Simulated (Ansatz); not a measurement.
Consider ReB₂ (space group P6_3/mmc, No. 194; a = 2.890 Å, c = 7.454 Å). Axes: x lies along a and z along c of the hexagonal cell.

The change: uniaxial strain ε_yy = +2.61 %, all other strain components held at zero; the atoms relax in the strained cell.

Levels (all Ansatz, a program for electronic structure, PAW): PBEsol (420 eV, scalar-relativistic without spin-orbit coupling); PBEsol+SOC (420 eV, spin-orbit coupling included).

The geometry is relaxed with PBEsol.

| Quantity | Result |
|---|---|
| PBEsol pressure | -7.7 GPa |

With PBEsol+SOC at the same geometry, the pressure falls by 0.2 GPa (-7.7 GPa → -7.9 GPa).

Single points use the geometry relaxed with PBEsol. The spin-orbit shifts are approximate. Whether these cells are dynamically stable was not tested. The runs without spin-orbit coupling are not spin-polarised.
